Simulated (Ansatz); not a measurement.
**B2O3: pressure series**

Consider B₂O₃ (space group Cmc2_1, No. 36; a = 7.826 Å, b = 4.624 Å, c = 4.134 Å; a cell from a computed database, its experimental status unchecked).

Cell and atoms are relaxed at each pressure.

Calculations: PBEsol (Ansatz, an electronic-structure program; PAW; 420 eV plane waves; no spin-orbit coupling).

```tsv
variant	gap character	band gap	smallest direct gap
base	indirect, k = (0.125, -0.125, 3/8) in the run's primitive reciprocal basis → Γ	8.42 eV	8.72 eV
pressure −2 GPa	indirect, k = (0.125, -0.125, 3/8) in the run's primitive reciprocal basis → Γ	8.30 eV	8.57 eV
pressure −1 GPa	indirect, k = (0.125, -0.125, 3/8) in the run's primitive reciprocal basis → Γ	8.36 eV	8.66 eV
pressure 0.3 GPa	indirect, k = (0.125, -0.125, 3/8) in the run's primitive reciprocal basis → Γ	8.43 eV	8.74 eV
pressure 0.7 GPa	indirect, k = (0.125, -0.125, 3/8) in the run's primitive reciprocal basis → Γ	8.46 eV	8.76 eV
pressure 1.5 GPa	indirect, k = (0.125, -0.125, 3/8) in the run's primitive reciprocal basis → Γ	8.50 eV	8.81 eV
pressure 3 GPa	indirect, k = (0.125, -0.125, 3/8) in the run's primitive reciprocal basis → Γ	8.59 eV	8.88 eV
pressure 5 GPa	indirect, k = (0.125, -0.125, 3/8) in the run's primitive reciprocal basis → Γ	8.70 eV	8.94 eV
pressure 7.5 GPa	indirect, k = (0.125, -0.125, 3/8) in the run's primitive reciprocal basis → k = (1/4, -3/8, 1/4) in the run's primitive reciprocal basis	8.81 eV	9.01 eV
pressure 10 GPa	indirect, k = (0.125, -0.125, 3/8) in the run's primitive reciprocal basis → k = (1/4, -3/8, 1/4) in the run's primitive reciprocal basis	8.86 eV	9.07 eV
```

Load acts through the strain it causes; cell and atoms are relaxed under it. Stability against distortions was not tested. Competing high-pressure phases were not computed.
